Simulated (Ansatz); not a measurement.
Levels about the gap of amorphous B₃₀O₄₅ (75 atoms in a cell of 872 Å³, 1.99 g/cm³; zone centre alone, so wide bands show as single levels with stretches between that a denser mesh fills), at the geometry that PBE-D3(BJ) relaxed, where it gives 0.0 GPa on a denser mesh. The participation number counts the atoms over which a state spreads; weights are charges in smoothed Voronoi cells. The levels come from a single point, so bond lengths are those of that geometry. Method of the levels: r2SCAN, scalar-relativistic without spin-orbit coupling (Ansatz, an electronic-structure program). Sampling: the zone centre alone; Fermi-Dirac width 0.02 eV; no spin polarisation.

The cell was made by melting and quenching with the CHGNet potential and then relaxed with DFT. O atoms were pushed apart under 1.9 Å during the dynamics, to hinder bonds among them. The hot cell started wider than the set density and was brought back towards it in steps. It is the lowest in DFT energy of 2 quenches. It is a model cell: composition and starting density were chosen by hand, and all elements were melted together. The geometry includes D3(BJ) dispersion. Its density started from a set value of 2.08 and ended at 1.99 g/cm³. Cooling (nominally 81 K/ps over its main leg) ran many orders faster than in experiment, which tends to leave more defects and strain. One small periodic cell is one sample of the glass; other quenches scatter about these values. The volume was free in the relaxation, at fixed shape. Stress components on the final sampling reach 2.1 GPa.

```tsv
E - E(highest filled), eV	filling	participation number	largest on	weight O	weight B
-0.29	filled	24.7	O, 2 neighbours	0.93	0.07
-0.22	filled	21.5	O, 2 neighbours	0.93	0.07
-0.17	filled	30.7	O, 2 neighbours	0.93	0.07
-0.13	filled	14.9	O, 2 neighbours	0.93	0.07
-0.11	filled	19.3	O, 2 neighbours	0.93	0.07
-0.01	filled	22.6	O, 2 neighbours	0.93	0.07
0.00	filled	14.2	O, 2 neighbours	0.94	0.06
6.73	empty	65.5	B, 3 neighbours	0.61	0.39
6.85	empty	36.1	B, 3 neighbours	0.34	0.66
7.04	empty	26.7	B, 3 neighbours	0.32	0.68
7.13	empty	19.4	B, 3 neighbours	0.35	0.65
7.39	empty	23.8	B, 3 neighbours	0.34	0.66
7.47	empty	30.4	B, 3 neighbours	0.34	0.66
7.56	empty	25.5	B, 3 neighbours	0.35	0.65
```

Most localised among these is the filled level at +0.00 eV, on a O atom, which has 2 neighbours (B 1.36 Å, B 1.38 Å).
